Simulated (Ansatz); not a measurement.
## Na: x(K) = 0.75, 4 atoms, Immm

Consider Na in the bcc (W type) structure (space group Im-3m, No. 229; a = 4.2220 Å).

The other end (x = 1) is K in the bcc (W type) structure (space group Im-3m, No. 229): 76.33 Å³/atom, gap zero.

Now apply this change: K replaces 75.0 % of the Na, ordered in a cell of 4 atoms (starting symmetry Immm) and fully relaxed.

Calculations: r2SCAN, PAW, 500 eV (Ansatz, a program for electronic structure; without spin-orbit coupling). Γ-centred 11×11×11 mesh, Fermi–Dirac width 0.05 eV, for the changed cell.

```tsv
quantity	base	changed	shift
volume per atom	37.63 Å³	65.51 Å³	+27.88 Å³
shortest interatomic distance	3.656 Å	4.242 Å	+0.5854 Å
band gap	zero	zero	–
mixing energy (to 0.01 eV only: unlike meshes or grids)	–	+0.02 eV/atom	–
deviation of the volume from the linear (Vegard-type) interpolation	–	-1.7 %	–
```

Final structure:

```xyz
4
Lattice="-2.7942 3.4616 6.7728 2.7942 -3.4616 6.7728 2.7942 3.4616 -6.7728" Properties=species:S:1:pos:R:3 pbc="T T T"
K      0.0000     0.0000    10.3542
K      0.0000     0.0000     3.1914
K      0.0000     3.4616     0.0000
Na     2.7942     0.0000     0.0000
```

These are small ordered cells, not random alloys; other orderings at the same x differ. Stability against distortions was not tested.
